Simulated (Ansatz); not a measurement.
Cs2AgBiBr6 under a change: pressure −2 GPa

Start from Cs2AgBiBr6 (space group Fm-3m, No. 225; a = 11.343 Å).

Modification: a negative pressure, −2 GPa.

Level of theory: r2SCAN in Ansatz (plane waves to 500 eV, PAW, no SOC). Γ-centred 5×5×5 mesh, Fermi–Dirac width 0.05 eV.

* **Volume per atom**: 40.92 Å³ (base 36.49 Å³)
* **Shortest interatomic distance**: 2.917 Å (base 2.814 Å)
* **Enthalpy H = E + PV relative to the base's energy**: -0.48 eV/atom
* **Band gap**: 1.88 eV (base 1.67 eV)
* **Gap character**: indirect, X → L (base indirect, X → L)
* **Smallest direct gap**: 2.72 eV (base 2.70 eV)
* **Width of the top valence band**: 0.93 eV (base 1.24 eV)
* **Electron mass**: 0.35 mₑ along k, 0.28 mₑ across (at L) (base 0.36 mₑ along k, 0.27 mₑ across (at L))
* **Hole mass**: 0.25 mₑ along k, 0.99 mₑ across (at X) (base 0.20 mₑ along k, 0.76 mₑ across (at X))

Final structure:

```xyz
10
Lattice="0.0000 5.8925 5.8925 5.8925 0.0000 5.8925 5.8925 5.8925 0.0000" Properties=species:S:1:pos:R:3 pbc="T T T"
Cs     2.9462     2.9462     2.9462
Cs     8.8387     8.8387     8.8387
Ag     5.8925     5.8925     5.8925
Bi     0.0000     0.0000     0.0000
Br     2.9166     5.8925     5.8925
Br     8.8683     5.8925     5.8925
Br     5.8925     2.9166     5.8925
Br     5.8925     8.8683     5.8925
Br     5.8925     5.8925     2.9166
Br     5.8925     5.8925     8.8683
```

Spin-orbit coupling, missing from the scalar runs, can matter with Bi. Load acts through the strain it causes; cell and atoms are relaxed under it. Masses are band curvatures over ±0.01 Å⁻¹ around the edge. Along k means along the line from Γ to the band edge. Whether these cells are dynamically stable was not tested.

Ansatz is a quantum-chemistry and plane-wave program.
